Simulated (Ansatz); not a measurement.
## Effect of pressure −2 GPa on SiC

The reference is SiC (space group P6_3mc, No. 186; a = 3.0781 Å, c = 10.0762 Å).

The change: a negative pressure, −2 GPa.

Level of theory: plane-wave PAW DFT at the PBEsol level (Ansatz, an electronic-structure program, 420 eV), scalar-relativistic without spin-orbit coupling. Settings: 12×12×4 k-points, 0.05 eV Fermi–Dirac smearing.

```json
[
 {"quantity": "volume per atom", "base": "10.33 Å³", "changed": "10.43 Å³", "shift": "+0.095 Å³"},
 {"quantity": "density", "base": "3.22 g/cm³", "changed": "3.19 g/cm³", "shift": "-0.03 g/cm³"},
 {"quantity": "lattice parameter a", "base": "3.078 Å", "changed": "3.087 Å", "shift": "+0.009 Å"},
 {"quantity": "c/a ratio", "base": "3.274", "changed": "3.274", "shift": "0.000"},
 {"quantity": "shortest interatomic distance", "base": "1.883 Å", "changed": "1.889 Å", "shift": "+0.006 Å"},
 {"quantity": "enthalpy H = E + PV relative to the base's energy", "base": "–", "changed": "-0.13 eV/atom", "shift": "–"},
 {"quantity": "band gap", "base": "2.12 eV", "changed": "2.11 eV", "shift": "-0.002 eV"},
 {"quantity": "gap character", "base": "indirect, Γ → M", "changed": "indirect, Γ → M", "shift": "–"},
 {"quantity": "smallest direct gap", "base": "3.24 eV", "changed": "3.24 eV", "shift": "0.00 eV"},
 {"quantity": "width of the top valence band", "base": "2.47 eV", "changed": "2.45 eV", "shift": "-0.014 eV"},
 {"quantity": "valence-band top at Γ (three highest levels, from the VBM)", "base": "0.00, 0.00, -0.05 eV", "changed": "0.00, 0.00, -0.05 eV", "shift": "–"}
]
```

Final structure:

```xyz
8
Lattice="3.0874 0.0000 0.0000 -1.5437 2.6738 0.0000 0.0000 0.0000 10.1071" Properties=species:S:1:pos:R:3 pbc="T T T"
Si     0.0000     0.0000     0.0032
Si     0.0000     0.0000     5.0567
Si     1.5437     0.8913     7.5829
Si     0.0000     1.7825     2.5293
C      0.0000     0.0000     8.2156
C      0.0000     0.0000     3.1621
C      1.5437     0.8913     5.6823
C      0.0000     1.7825     0.6288
```

Load acts through the strain it causes; cell and atoms are relaxed under it. Stability against distortions was not tested.
